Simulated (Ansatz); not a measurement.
# Habitual settings against a tight run: HfSiSe (P4/nmm, 6 atoms in the cell)

Self-consistent single point.

```
HfSiSe
1.0
    3.55496     0.00000     0.00000
    0.00000     3.55496     0.00000
    0.00000     0.00000     8.69785
Hf Si Se
2 2 2
Direct
  0.00000   0.50000   0.75644
  0.50000   0.00000   0.24356
  0.00000   0.00000   0.00000
  0.50000   0.50000   0.00000
  0.50000   0.00000   0.63248
  0.00000   0.50000   0.36752
```

Computed with LDA (PW92), default PAW files made with PBE (plane waves; Ansatz, a program for electronic structure).

Base settings: basis.ecutwfc = 30.9 Ry; kpoints.mp_grid.grid = 6 6 3; kpoints.mp_grid.shift = 0.5 0.5 0.5; hamiltonian.xc = lda; hamiltonian.pseudopotentials = {kind: paw} (the program's default PAW files); scf.occupations.method = gaussian; scf.occupations.width = 0.0037 Ry.

Tight run (finer mesh or higher cutoff; not a proven limit): basis.ecutwfc: 30.9 Ry → 43.4 Ry; kpoints.mp_grid.grid: 6 6 3 → 9 9 5; scf.convergence.dr2_threshold: default (1e-07 eV) → 1e-09 eV. It gave Fermi level (on the code's own zero) 15.05 eV; pressure -5.01 GPa; largest force (vector length) 0.088 eV/Å.

Quick runs, as changes from the base:
- A: the base itself
- B: basis.ecutwfc: 30.9 Ry → 18.4 Ry; kpoints.mp_grid.grid: 6 6 3 → 3 3 3; scf.occupations.method: gaussian → cold; scf.occupations.width: 0.0037 Ry → 0.0367 Ry; scf.convergence.dr2_threshold: default (1e-07 eV) → 0.0001 eV
- C: basis.ecutwfc: 30.9 Ry → 24.6 Ry; kpoints.mp_grid.grid: 6 6 3 → 2 2 2; hamiltonian.xc: lda → pbesol; scf.occupations.method: gaussian → cold; scf.occupations.width: 0.0037 Ry → 0.02 Ry [PBEsol]
- D: basis.ecutwfc: 30.9 Ry → 21.7 Ry; kpoints.mp_grid.grid: 6 6 3 → 4 4 4; scf.occupations.method: gaussian → cold; scf.occupations.width: 0.0037 Ry → 0.0147 Ry; scf.convergence.dr2_threshold: default (1e-07 eV) → 0.0001 eV; width narrowed by the program to 0.1100 eV
- E: basis.ecutwfc: 30.9 Ry → 18.4 Ry; kpoints.mp_grid.grid: 6 6 3 → 1 1 1
- F: basis.ecutwfc: 30.9 Ry → 15.4 Ry; kpoints.mp_grid.grid: 6 6 3 → 2 2 2
- G: kpoints.mp_grid.grid: 6 6 3 → 2 2 2; hamiltonian.xc: lda → b3lyp [B3LYP]
- H: kpoints.mp_grid.grid: 6 6 3 → 4 4 4; hamiltonian.xc: lda → hse06 [HSE06]

Energies are extrapolated to zero smearing width, which holds to low order in the width alone.

Dashes: energy of C, G, H, another energy zero; count of G, H, another kind of functional, whose work the count does not hold.

† marks runs with another functional, U, potentials or spin treatment: their distance from the tight run is not a convergence error alone.

The count of work is k-points × plane waves × bands × iterations; it is no time. 

Pressures in the table are Ansatz's without its Pulay estimate, at a fixed set of plane waves; the tight run's value above holds the estimate.

The starting cell comes from a database of computed structures (which also holds hypothetical and non-ambient phases and stackings), without a prior relaxation at this level. Its lattice was rescaled by a random factor within 2.5 % of one. In the base run, with a pressure of about -5 GPa the cell is away from its equilibrium volume at this level.

```
run  energy less tight (meV/atom)  pressure less tight (GPa)  largest miss in a force vector (eV/Å)  count of work / tight
---  ----------------------------  -------------------------  -------------------------------------  ---------------------
A                            -1.6                      -0.19                                  0.088                   0.11
B                           463.4                     -27.59                                  0.391                  0.022
C†                              –                       0.17                                  0.281                 0.0077
D                            54.1                      -5.25                                  0.165                  0.041
E                         -1300.7                     -36.84                                  2.363                 0.0050
F                          1962.6                     -94.23                                  0.256                 0.0038
G†                              –                       8.35                                  0.349                      –
H†                              –                       5.54                                  0.215                      –
```

Among the runs at the tight run's level, the energy misses run from 1.6 to 1962.6 meV/atom.

Keys are those of Ansatz 0.2.
